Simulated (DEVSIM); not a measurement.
## illuminated Si n-on-p cell, one wavelength

System: illuminated Si n-on-p cell, one wavelength, at 400 K.

```csv
layer (left to right),material,thickness (μm),Nd (cm⁻³),Na (cm⁻³),τn (s),τp (s),absorption coefficient (cm⁻¹)
1,Si,0.0840,6.8e17,-,4e-6,3.6e-7,650
2,Si,140,-,1.2e16,3.3e-5,3.3e-5,650
```

Left contact: ohmic, minority hole recombination velocity 100 cm/s. Right contact: ohmic, minority electron recombination velocity 1e7 cm/s. Voltage is applied to the left contact. Recombination: SRH at mid-gap, radiative, Auger. Light enters at the left, 1e17 photons cm⁻² s⁻¹, one pass, no reflection. Mobility is μmin + (μ − μmin)/(1 + (N/Nref)^α).

Constants are typed, rounded textbook-type inputs, not results; the design itself was drawn at random and stands for no fabricated device. Values at 300 K; Nc and Nv go as T^1.5, mobilities as T to minus their exponent, the gap by Varshni's rule with the affinity fixed.

| parameter | Si |
|---|---|
| gap (eV) | 1.124 |
| affinity (eV) | 4.05 |
| permittivity | 11.7 |
| Nc (cm⁻³) | 2.86e19 |
| Nv (cm⁻³) | 3.1e19 |
| μn (cm²/Vs) | 1417 |
| μp (cm²/Vs) | 470 |
| μn,min | 52 |
| μp,min | 45 |
| Nref,n | 9.7e16 |
| Nref,p | 2.2e17 |
| αn | 0.68 |
| αp | 0.72 |
| T exponent of μn | 2.3 |
| T exponent of μp | 2.2 |
| B (cm³/s) | 4.7e-15 |
| Cn (cm⁶/s) | 2.8e-31 |
| Cp (cm⁶/s) | 9.9e-32 |
| Varshni α (eV/K) | 0.000473 |
| Varshni β (K) | 636 |

DEVSIM, 1D drift-diffusion, Boltzmann statistics, complete ionisation; no tunnelling, impact ionisation, image-force lowering or self-heating.

```yaml
potential_step_across_the_device_at_zero_bias: 0.667 V
largest_field_in_the_device_at_zero_bias: 65000 V/cm
Dark forward voltage at 1 A/cm²: 0.496 V
Dark forward voltage at 100 A/cm²: 0.752 V
short_circuit_current: 14.2 mA/cm²
open_circuit_voltage: 0.342 V
fill_factor: 0.69
largest_power: 3.35 mW/cm²
share_of_generated_pairs_collected_at_short_circuit: 0.886
```

Dark forward current:

```json
[
 {"V (V)": "-0.05", "J (A/cm²)": "-2.3e-6"},
 {"V (V)": "-0.15", "J (A/cm²)": "-5.4e-5"},
 {"V (V)": "-0.25", "J (A/cm²)": "-0.00098"},
 {"V (V)": "-0.35", "J (A/cm²)": "-0.018"},
 {"V (V)": "-0.50", "J (A/cm²)": "-1.1"},
 {"V (V)": "-0.60", "J (A/cm²)": "-9.6"},
 {"V (V)": "-0.70", "J (A/cm²)": "-50"},
 {"V (V)": "-0.80", "J (A/cm²)": "-170"},
 {"V (V)": "-0.90", "J (A/cm²)": "-370"},
 {"V (V)": "-1.00", "J (A/cm²)": "-620"},
 {"V (V)": "-1.15", "J (A/cm²)": "-1100"},
 {"V (V)": "-1.25", "J (A/cm²)": "-1400"},
 {"V (V)": "-1.35", "J (A/cm²)": "-1800"},
 {"V (V)": "-1.45", "J (A/cm²)": "-2200"}
]
```

Current under light (generator sign):

```tsv
V (V)	J (mA/cm²)
0.00	14.2
0.04	14.2
0.08	14.2
0.12	14.2
0.16	14.1
0.20	14.0
0.22	13.8
0.24	13.4
0.26	12.9
0.28	11.8
0.30	9.96
0.32	6.64
0.34	0.735
0.36	-9.77
```
